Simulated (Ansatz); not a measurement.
The reference is MgO in the rock salt structure (space group Fm-3m, No. 225).

```
MgO
1.0
    0.00000     2.10705     2.10705
    2.10705     0.00000     2.10705
    2.10705     2.10705     0.00000
Mg O
1 1
Cartesian
  0.00000   0.00000   0.00000
  2.10705   2.10705   2.10705
```

Cartesian axes are those of the cell as printed.

Calculations: PBEsol, PAW, 420 eV (Ansatz, a program for electronic structure; without spin-orbit coupling).

Before the change:

The band gap is 4.62 eV. The valence-band top at Γ is 0.00, 0.00, 0.00 eV. The pressure is 0.01 GPa.

Perturbation: a pure shear with ε_xy = ε_yx = 0.0200; the atoms relax in the strained cell.

Task: What happens to the band gap?

Result: The band gap shrinks by 0.17 eV (4.62 eV → 4.45 eV).

Task: What does the calculation give for the valence-band top at Γ after the change?

Result: The valence-band top at Γ (three highest levels, from the VBM) becomes 0.00, -0.16, -0.30 eV (base: 0.00, 0.00, 0.00 eV).

Task: What does the calculation give for the energy relative to the base after the change?

Result: The energy goes up by 6.8 meV/atom.

Task: Estimate the effect on the pressure.

Result: The pressure (mean of the normal stresses, compression positive) goes up by 0.078 GPa to 0.08 GPa.

No phonon test of stability was made.
